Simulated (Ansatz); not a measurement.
We consider ScOF (model structure, Pca2₁, No. 29, 12 atoms in the cell), described by LDA (plane waves, PAW; Ansatz, a program for electronic structure).

Settings: plane-wave cutoff 520 eV, 6×8×8 k mesh (along the axes of the cell as run), Fermi–Dirac smearing 0.01 eV, scalar-relativistic PAW data made under PBE.

Cell (relaxed at this level):

ScFO has the orthorhombic space group Pca2₁ (No. 29), Pearson symbol oP12. Conventional cell: a = 5.107 Å, b = 4.966 Å, c = 5.046 Å, α = β = γ = 90.00°. Sc on 4a is surrounded by 4 O at 2.020–2.081 Å and 1 F at 2.084 Å and 2 F at 2.206–2.301 Å. F on 4a has 1 Sc at 2.084 Å and 2 Sc at 2.206–2.301 Å (trigonal planar). O on 4a is coordinated by 4 Sc at 2.020–2.081 Å. (Neighbours: up to the widest gap in distance over summed covalent radii, below 1.35, at either atom; cation-cation and far metal-metal contacts left out.)

**Question.** What does this level give for the band gap and direct gap at Γ?

**Answer.** 
band gap: 4.47 eV (on the SCF k mesh)
direct gap at Γ: 4.97 eV

Note: the relaxation could raise the start's symmetry but not lower it, so the cell can be a saddle point.

Static lattice: no zero-point or thermal effects.

A model structure was made by putting elements into a prototype or built by hand; it is no filed structure, need not be a known phase, and can be a saddle point held by its symmetry.
